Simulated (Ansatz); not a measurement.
**Cl on the 1x1 (101) surface of tetragonal HfO2 (a metastable polymorph) (cut with top plane O), one in a 2x1 cell, started at the site 'top Hf'**

Host crystal: tetragonal HfO2, with a band gap (PBE, scalar-relativistic without spin-orbit coupling).

Level of theory: PBE (plane waves to 420 eV, PAW; Ansatz, a quantum-chemistry and plane-wave program).

Model: 37-atom slab, 7.6 Å thick at the start under the adsorbate (thin: gaps and levels are the slab's own), 3x3x1 mesh, Fermi-Dirac 0.01 eV, dipole correction, 16 atoms held, the rest relaxed; held to the start's symmetry, so lower structures may exist; spin-polarised, ending with about 1.0 μB a cell; orders that need a larger cell were not tried, no spin-orbit, no U, no dispersion correction. At the end it is bonded to Hf. In PBE this state lies 0.51 eV over the lowest of the starts that converged ('bridge O-O (span 4.0 Å)', where the adsorbate broke or entered a bond of the host).

```yaml
adsorption energy against ½ Cl2(g): 0.38 eV
change_of_the_step_from_the_bottom_to_the_top_vacuum_level_against_the_clean_slab: 0.65 eV
energy_released_by_relaxation: 0.55 eV
height of the binding atom over the mean of the host atoms within 0.3 Å of the top one: 1.860 Å
magnetic_moment_of_the_cell: 1.00 μB
nearest_host_atoms_of_the_binding_atom: O at 2.41 Å, Hf at 2.60 Å, O at 3.16 Å
largest_move_of_a_host_atom: 0.18 Å
```

A negative adsorption energy means that the adsorbate is more stable on the surface than in its reference.
